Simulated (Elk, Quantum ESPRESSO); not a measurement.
A Quantum ESPRESSO input for a self-consistent single point of K3Ga (I4/mmm, 4 atoms in the cell) (DFT, LDA (PZ), plane waves, GBRV 1.5 ultrasoft (LDA) pseudopotentials):

```fortran
&CONTROL
    calculation = 'scf'
    prefix = 'scf'
    outdir = './tmp'
    pseudo_dir = './'
    tprnfor = .true.
    tstress = .true.
/
&SYSTEM
    ibrav = 0
    nat = 4
    ntyp = 2
    ecutwfc = 50
    ecutrho = 250
    occupations = 'smearing'
    smearing = 'gaussian'
    degauss = 0.019992
/
&ELECTRONS
    conv_thr = 1.0e-11
    mixing_beta = 0.5
/
ATOMIC_SPECIES
K     39.0983  k_lda_v1.4.uspp.F.UPF
Ga    69.7230  ga_lda_v1.4.uspp.F.UPF
ATOMIC_POSITIONS {angstrom}
K     0.0000000000    2.8025600000    2.7450965000
K     2.8025600000    0.0000000000    2.7450965000
K     0.0000000000    0.0000000000    5.4901930000
Ga    0.0000000000    0.0000000000    0.0000000000
K_POINTS {automatic}
6 6 6  0 0 0
CELL_PARAMETERS {angstrom}
  -2.8025600000     2.8025600000     5.4901930000
   2.8025600000    -2.8025600000     5.4901930000
   2.8025600000     2.8025600000    -5.4901930000
```

Problem. Translate this input to Elk.

Solution. This is the input that was run; spellings and numerical settings could be chosen otherwise.

```
tasks
  0

tforce
  .true.

rgkmax
  7.5

gmaxvr
  18.0

lmaxapw
  10

lmaxo
  8

nxlo
  2

lorbcnd
  .true.

lradstp
  2

nrmtscf
  2.0

lmaxi
  4

stype
  0

swidth
  0.00999582

maxscl
  100

scale
  1.889726125

avec
   -2.8025600000    2.8025600000    5.4901930000
    2.8025600000   -2.8025600000    5.4901930000
    2.8025600000    2.8025600000   -5.4901930000

atoms
  2
  'K.in'
  3
  0.7500000000  0.2500000000  0.5000000000    0.0 0.0 0.0
  0.2500000000  0.7500000000  0.5000000000    0.0 0.0 0.0
  0.5000000000  0.5000000000  0.0000000000    0.0 0.0 0.0
  'Ga.in'
  1
  0.0000000000  0.0000000000  0.0000000000    0.0 0.0 0.0

ngridk
  6 6 6
```

Basis settings and potentials, where a program has them, do not carry over. This input uses DFT, LDA (PW92), all-electron FP-LAPW, Elk's shipped species files, APW+lo basis with extra local orbitals. LDA parametrisations can differ slightly between programs.

The starting cell comes from a database of computed structures (which also holds hypothetical and non-ambient phases and stackings), without a prior relaxation at this level. Its lattice was rescaled by a random factor within 2.5 % of one. For this run, on top of that: lattice scaled by 0.98.
